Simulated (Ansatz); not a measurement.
K under a change: x(Rb) = 0.333, 3 atoms, P-3m1

The reference is K in the bcc (W type) structure (space group Im-3m, No. 229; a = 5.2795 Å).

The other end (x = 1) is Rb in the bcc (W type) structure (space group Im-3m, No. 229): 91.33 Å³/atom, gap zero.

One thing is altered: a fraction x = 0.333 of the K sites is given to Rb, ordered in a cell of 3 atoms (starting symmetry P-3m1) and fully relaxed.

All numbers come from DFT with PBE, PAW potentials and a 420 eV plane-wave cutoff in Ansatz (an electronic-structure program), no spin-orbit coupling, earlier PAW set. Γ-centred 7×7×10 mesh, Fermi–Dirac width 0.05 eV, for the changed cell.

```json
{
 "volume_per_atom": "79.49 Å³ (base 73.58 Å³)",
 "density": "1.14 g/cm³ (base 0.88 g/cm³)",
 "band_gap": "zero (base zero)",
 "mixing_energy": "0.00 eV/atom (to 0.01 eV only: unlike meshes or grids)"
}
```

Final structure:

```yaml
crystal:
  lattice:
    - [7.63632, 0.00000, 0.00000]
    - [-3.81816, 6.61325, 0.00000]
    - [0.00000, 0.00000, 4.72224]
  atoms:
    - { symbol: K, position: [0.33333, 0.66667, 0.65928] }
    - { symbol: K, position: [0.66667, 0.33333, 0.34072] }
    - { symbol: Rb, position: [0.00000, 0.00000, 0.00000] }
```

Cost of the whole job for the changed cell (relaxation, final SCF and bands): roughly 90 core-seconds.

These are small ordered cells, not random alloys; other orderings at the same x differ. Stability against distortions was not tested. All final runs are without spin polarisation. An odd electron count without spin: RbK2.
